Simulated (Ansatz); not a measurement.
## A computed series for MgO: response to strain

Base system: MgO in the rock salt structure (space group Fm-3m, No. 225; a = 4.214 Å).

Strains are applied to the cell and any free atomic positions relax.

Method: Kohn–Sham DFT with the PBEsol functional, run in Ansatz (a first-principles code) with PAW and 420 eV plane waves, scalar-relativistic without spin-orbit coupling.

```
case                      shortest interatomic distance    pressure   electron mass  width of the top valence band
------------------------  -----------------------------  ----------  --------------  -----------------------------
base                                         3.982 bohr    0.01 GPa  0.34 mₑ (at Γ)                        1.79 eV
isotropic strain −3.00 %                     3.862 bohr   17.38 GPa  0.37 mₑ (at Γ)                        1.96 eV
isotropic strain −2.50 %                     3.882 bohr   14.00 GPa  0.37 mₑ (at Γ)                        1.93 eV
isotropic strain −1.50 %                     3.922 bohr    7.84 GPa  0.36 mₑ (at Γ)                        1.87 eV
isotropic strain −1.00 %                     3.942 bohr    5.06 GPa  0.35 mₑ (at Γ)                        1.84 eV
isotropic strain −0.50 %                     3.962 bohr    2.45 GPa  0.35 mₑ (at Γ)                        1.82 eV
isotropic strain +0.50 %                     4.002 bohr   -2.28 GPa  0.34 mₑ (at Γ)                        1.76 eV
isotropic strain +1.50 %                     4.041 bohr   -6.41 GPa  0.32 mₑ (at Γ)                        1.71 eV
isotropic strain +2.00 %                     4.061 bohr   -8.27 GPa  0.32 mₑ (at Γ)                        1.68 eV
isotropic strain +3.00 %                     4.101 bohr  -11.63 GPa  0.31 mₑ (at Γ)                        1.63 eV
```

The levels and masses belong to the bands next to the band gap. Masses are band curvatures over ±0.01 Å⁻¹ around the edge. No phonon test of stability was made.
